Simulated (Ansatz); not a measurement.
**Effect of pressure 0.9 GPa on TiC**

Base system: TiC in the rock salt structure (space group Fm-3m, No. 225; a = 4.333 Å).

Perturbation: a hydrostatic pressure of 0.9 GPa.

The values are results of Ansatz (a quantum-chemistry and plane-wave program) PBE, without spin-orbit coupling, not measurements. k-mesh 18×18×18 (Γ-centred); smearing 0.05 eV (Fermi–Dirac).

```csv
quantity,base,changed,shift
volume per atom,10.17 Å³,10.13 Å³,-0.04 Å³
density,4.89 g/cm³,4.91 g/cm³,+0.02 g/cm³
lattice parameter a,433.3 pm,432.8 pm,-0.5 pm
shortest interatomic distance,216.7 pm,216.4 pm,-0.3 pm
enthalpy H = E + PV relative to the base's energy,–,+0.06 eV/atom,–
band gap,zero,zero,–
```

Final structure:

```xyz
2
Lattice="0.0000 2.1640 2.1640 2.1640 0.0000 2.1640 2.1640 2.1640 0.0000" Properties=species:S:1:pos:R:3 pbc="T T T"
Ti     0.0000     0.0000     0.0000
C      2.1640     2.1640     2.1640
```

Load acts through the strain it causes; cell and atoms are relaxed under it. Whether these cells are dynamically stable was not tested. All final runs are without spin polarisation.
